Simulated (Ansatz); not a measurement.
Results of PBEsol (PAW; Ansatz, a first-principles code) for ZnS (model structure, started from the BN type, Pm-3n, No. 223, 12 atoms in the cell).

Numerical settings: plane-wave cutoff 520 eV, 6×6×6 k mesh, Fermi–Dirac smearing 0.01 eV, scalar-relativistic PAW data made under PBE.

Cell (relaxed at this level):

```
CELL_PARAMETERS angstrom
      6.60132     0.00000     0.00000
      0.00000     6.60132     0.00000
      0.00000     0.00000     6.60132
ATOMIC_POSITIONS crystal
  Zn 0.25000 0.00000 0.50000
  Zn 0.50000 0.25000 0.00000
  Zn 0.50000 0.75000 0.00000
  Zn 0.75000 0.00000 0.50000
  Zn 0.00000 0.50000 0.75000
  Zn 0.00000 0.50000 0.25000
  S  0.25000 0.50000 0.00000
  S  0.00000 0.25000 0.50000
  S  0.00000 0.75000 0.50000
  S  0.75000 0.50000 0.00000
  S  0.50000 0.00000 0.75000
  S  0.50000 0.00000 0.25000
```

### Question
Predict the band gap.

### Answer

- band gap: 2.06 eV (direct)

Note: the relaxation could raise the start's symmetry but not lower it, so the cell can be a saddle point.

The computed numbers hold no vibrational or temperature effects.

A model structure was made by putting elements into a prototype or built by hand; it is no filed structure, need not be a known phase, and can be a saddle point held by its symmetry.
